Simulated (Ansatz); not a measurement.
## A computed series for Pt: response to strain

Base system: Pt in the fcc (Cu type) structure (space group Fm-3m, No. 225; relaxed with 0.1 eV smearing).

```
Pt
1.0
    0.00000     1.94769     1.94769
    1.94769     0.00000     1.94769
    1.94769     1.94769     0.00000
Pt
1
Cartesian
  0.00000   0.00000   0.00000
```

Cartesian axes are those of the cell as printed.

Strains are applied to the cell and any free atomic positions relax; under biaxial strain the out-of-plane vector relaxes too.

All numbers come from Ansatz (an electronic-structure program), LDA, PAW, cutoff 420 eV, no spin-orbit coupling.

Candidates:
(a) biaxial strain −3.00 %, plane normal [001], relaxed out of plane
(b) biaxial strain +2.50 %, plane normal [001], relaxed out of plane
(c) biaxial strain +2.00 %, plane normal [001], relaxed out of plane
(d) biaxial strain +0.50 %, plane normal [001], relaxed out of plane
(e) biaxial strain +3.00 %, plane normal [001], relaxed out of plane

Task: Order them by out-of-plane strain, highest first.

Result: (a) biaxial strain −3.00 %, plane normal [001], relaxed out of plane (+4.20 %), (d) biaxial strain +0.50 %, plane normal [001], relaxed out of plane (-0.71 %), (c) biaxial strain +2.00 %, plane normal [001], relaxed out of plane (-2.86 %), (b) biaxial strain +2.50 %, plane normal [001], relaxed out of plane (-3.59 %), (e) biaxial strain +3.00 %, plane normal [001], relaxed out of plane (-4.33 %)

No phonon test of stability was made. All final runs are without spin polarisation.
